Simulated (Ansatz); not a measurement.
# Be$_{2}$Si (space group Fm-3m, No. 225; a model cell, its experimental status unchecked)

```
Be2Si
1.0
    0.00000     2.63011     2.63011
    2.63011     0.00000     2.63011
    2.63011     2.63011     0.00000
Si Be
1 2
Direct
  0.00000   0.00000   0.00000
  0.25000   0.25000   0.25000
  0.75000   0.75000   0.75000
```

Calculations: Ansatz (a program for electronic structure), PBEsol, PAW, cutoff 420 eV, no SOC. k-mesh 15×15×15 (Γ-centred); smearing 0.05 eV (Fermi–Dirac).

```yaml
volume_per_atom: 12.13 Å³
density: 2.10 g/cm³
band_gap: zero
total_energy: -267.169 eV/atom (σ→0; compares only within this code and set-up)
```

Stability against distortions was not tested. All final runs are without spin polarisation.
